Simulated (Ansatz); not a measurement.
The parent structure is La2O3 (space group P-3m1, No. 164).

```xyz
5
Lattice="3.9062 0.0000 0.0000 -1.9531 3.3828 0.0000 0.0000 0.0000 6.0399" Properties=species:S:1:pos:R:3 pbc="T T T"
La     1.9531     1.1276     1.4820
La     0.0000     2.2552     4.5579
O      0.0000     2.2552     2.1380
O      1.9531     1.1276     3.9019
O      0.0000     0.0000     0.0000
```

Computed with DFT with PBEsol, PAW potentials and a 420 eV plane-wave cutoff in Ansatz (an electronic-structure program), spin-orbit coupling left out.

Before the change:

* **Volume per atom**: 15.96 Å³

Modification: hydrostatic tension (pressure −1 GPa).

**Question.** Predict the new volume per atom.

**Answer.** The volume per atom goes up by 0.14 Å³ (15.96 Å³ → 16.10 Å³).

Load acts through the strain it causes; cell and atoms are relaxed under it. Whether these cells are dynamically stable was not tested. The base started in C2/m and relaxed to P-3m1 at this level.
